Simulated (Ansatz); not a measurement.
**Si: pressure series**

Start from Si in the diamond structure (space group Fd-3m, No. 227).

```
Si
1.0
    0.00000     2.72203     2.72203
    2.72203     0.00000     2.72203
    2.72203     2.72203     0.00000
Si
2
Direct
  0.50000   0.50000   0.50000
  0.75000   0.75000   0.75000
```

Cell and atoms are relaxed at each pressure.

Method: r2SCAN/PAW in Ansatz (a quantum-chemistry and plane-wave program), spin-orbit coupling left out, earlier PAW set.

Notes on the quantities. hole mass: degenerate bands, along [100]; enthalpy: H = E + PV relative to the base's energy.

| variant | hole mass | band gap | lattice parameter a | enthalpy |
|---|---|---|---|---|
| base | 0.17, 0.25, 0.25 mₑ (at Γ) | 0.78 eV | 5.444 Å | – |
| pressure −2 GPa | 0.16, 0.26, 0.26 mₑ (at Γ) | 0.81 eV | 5.483 Å | -0.25 eV/atom |
| pressure −1 GPa | 0.17, 0.25, 0.25 mₑ (at Γ) | 0.79 eV | 5.463 Å | -0.13 eV/atom |
| pressure 3 GPa | 0.18, 0.25, 0.25 mₑ (at Γ) | 0.72 eV | 5.391 Å | +0.37 eV/atom |
| pressure 7 GPa | 0.20, 0.24, 0.24 mₑ (at Γ) | 0.66 eV | 5.331 Å | +0.85 eV/atom |
| pressure 15 GPa | 0.22, 0.23, 0.23 mₑ (at Γ) | 0.54 eV | 5.230 Å | +1.77 eV/atom |
| pressure 30 GPa | 0.22, 0.22, 0.25 mₑ (at Γ) | 0.34 eV | 5.087 Å | +3.37 eV/atom |
| pressure 50 GPa | 0.20, 0.20, 0.28 mₑ (at Γ) | 0.11 eV | 4.946 Å | +5.34 eV/atom |
| pressure 75 GPa | – | zero | ? | +7.60 eV/atom |
| pressure 100 GPa | – | zero | 4.707 Å | +9.70 eV/atom |

Task: What belongs in the blanks?

Result: 
- pressure 75 GPa, lattice parameter a: 4.813 Å

The mesh was chosen for an insulator and is coarse for the gapless case. Load acts through the strain it causes; cell and atoms are relaxed under it. Effective masses come from finite differences of ±0.01 Å⁻¹. No phonon test of stability was made. Measured, Si leaves this structure (for the β-tin structure) near 12 GPa (room temperature; as listed in arXiv:1906.07825). The zero or small gap of Si under pressure 50 GPa and Si under pressure 75 GPa can change with the level of theory.
